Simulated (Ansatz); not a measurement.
A computed series for Rh: response to strain

The parent structure is Rh in the fcc (Cu type) structure (space group Fm-3m, No. 225; relaxed with 0.1 eV smearing).

```yaml
crystal:
  lattice:
    - [0.00000, 1.87756, 1.87756]
    - [1.87756, 0.00000, 1.87756]
    - [1.87756, 1.87756, 0.00000]
  atoms:
    - { symbol: Rh, position: [0.00000, 0.00000, 0.00000] }
```

Strains are applied to the cell and any free atomic positions relax.

Calculations: LDA in Ansatz (plane waves to 420 eV, PAW, no spin-orbit coupling).

Candidates:
(a) isotropic strain +2.50 %
(b) isotropic strain +1.00 %
(c) isotropic strain −2.50 %
(d) isotropic strain +2.00 %
(e) isotropic strain +1.50 %

Notes on the quantities. energy relative to the base: free energy F.

**Question.** Order them by energy relative to the base, highest first.

**Answer.** (c) isotropic strain −2.50 % (+81 meV/atom), (a) isotropic strain +2.50 % (+66 meV/atom), (d) isotropic strain +2.00 % (+43 meV/atom), (e) isotropic strain +1.50 % (+25 meV/atom), (b) isotropic strain +1.00 % (+11 meV/atom)

Stability against distortions was not tested. All final runs are without spin polarisation. Rh lies near a magnetic instability that expansion can trigger; it was not tested.

Ansatz is a quantum-chemistry and plane-wave program.
